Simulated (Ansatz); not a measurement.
We consider CsCl-type AuZn (cubic form, which distorts at low temperature), described by r²SCAN0 (PAW; Ansatz, a program for electronic structure).

Settings: plane-wave cutoff 520 eV, 8×8×8 k mesh, Fermi–Dirac smearing 0.05 eV, scalar-relativistic PAW data made under PBE.

Computed points:

| V (Å³/atom) | E − E_lowest (meV/atom) | P (GPa) |
|---|---|---|
| 14.799 | 17.91 | 8.05 |
| 15.189 | 3.70 | 3.74 |
| 15.415 | 0.00 | 1.53 |
| 15.967 | 2.95 | -3.08 |
| 16.357 | 13.76 | -5.75 |

**Question.** Estimate the bulk modulus from the pressures at 15.415 and 15.967 Å³/atom, and compare it with a fit to all energies.

**Answer.** B = −V dP/dV. Between V = 15.415 and 15.967 Å³/atom, dP/dV = (-3.08 − (1.53))/(15.967 − 15.415) = -8.35 GPa per Å³/atom; at the midpoint 15.691 Å³/atom this gives B ≈ 131 GPa. The third-order Birch–Murnaghan fit gives V0 = 15.585 Å³/atom, B0 = 135 GPa, B′ = 5.4, which lies 3 % above that estimate.

Measured, for comparison: bulk modulus 131 GPa (temperature not stated, not corrected to a static lattice; as tabulated in Nepal et al. (2020), arXiv:2007.11150). Computed (rounded) less measured: bulk modulus +3 %. A static lattice is as a rule a little smaller and stiffer than an uncorrected measurement, which narrows the difference in the bulk modulus and would widen misses of the other sign.

Note: symmetry holds this phase in the static calculation, where it need not be a minimum.

Spin–orbit coupling is not included; it can shift volumes and moduli of such heavy elements.

The computed numbers hold no vibrational or temperature effects.
